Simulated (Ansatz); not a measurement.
Functionals compared on a constructed model of the (111)A surface of zinc-blende GaAs, Ga-terminated, 2x2 As adatom at H3 (bottom of the slab: 3 H on 4 bottom sites), in Ansatz (plane waves, PAW). The structure was relaxed with PBE; the other rows are single points on it. Cutoff 420 eV (500 eV for r2SCAN).

Slab: 36 atoms, 13.2 Å thick at the start with caps and adatoms (thin: gaps and levels are the slab's own); k 3x3x1, smearing 0.025 eV, dipole-corrected; 8 atoms held, the rest relaxed; held to the start's symmetry, so lower structures may exist; no spin, no spin-orbit, no U. In PBE it is, or lies within 0.01 eV a 1x1 cell of, the lowest of the 3 structures of its composition computed so far; subsurface sites and larger cells were not tried. These notes are the PBE run's.

| functional | gap of the slab on its k-mesh (eV) | highest filled level below the top vacuum level (eV) | rough cost of the single point |
|---|---|---|---|
| PBE | 0.26 | 5.06 | – |
| r2SCAN | [?] | [?] | about 4 core-minutes (a rough figure) |

### Question
Complete the blanks.

### Answer

- r2SCAN, gap of the slab on its k-mesh (eV): 0.49
- r2SCAN, highest filled level below the top vacuum level (eV): 5.29

Ansatz is a first-principles code.
